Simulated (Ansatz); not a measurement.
Formation energy of the bound charge states of Ni_Al in corundum (start: the Al site; 120-site cell, 2×2×2 Γ-centred sampling) against the Fermi level, Al-rich (Δμ(Al) = 0.00 eV, Δμ(Ni) = -1.62 eV, bounded by Al3Ni (Pnma); only phases computed here count, gases as isolated molecules at 0 K). These are PBE, PAW (plane waves to 420 eV; Ansatz, a first-principles code) values and carry that method's errors.

Details: 120-site cell; 2×2×2 Γ-centred k-points; host gap 5.85 eV; charged states image-corrected; no Hubbard U; finite-size errors of tenths of an eV; flagged in the runs: a host whose relaxation on this sampling wasn't shown to rest.

| E_F − E_VBM (eV) | q = +1 | q = 0 | q = −1 | q = −2 |
|---|---|---|---|---|
| 0.00 | 6.50 | 7.76 | 9.73 | 15.16 |
| 0.73 | 7.23 | 7.76 | 9.00 | 13.69 |
| 1.46 | 7.96 | 7.76 | 8.26 | 12.23 |
| 2.19 | 8.69 | 7.76 | 7.53 | 10.77 |
| 2.92 | 9.42 | 7.76 | 6.80 | 9.31 |
| 3.66 | 10.15 | 7.76 | 6.07 | 7.84 |
| 4.39 | 10.89 | 7.76 | 5.34 | 6.38 |
| 5.12 | 11.62 | 7.76 | 4.61 | 4.92 |
| 5.85 | 12.35 | 7.76 | 3.88 | 3.46 |

Crossings of the lowest lines: (+1/0) at 1.27 eV; (0/−1) at 1.96 eV; (−1/−2) at 5.43 eV.
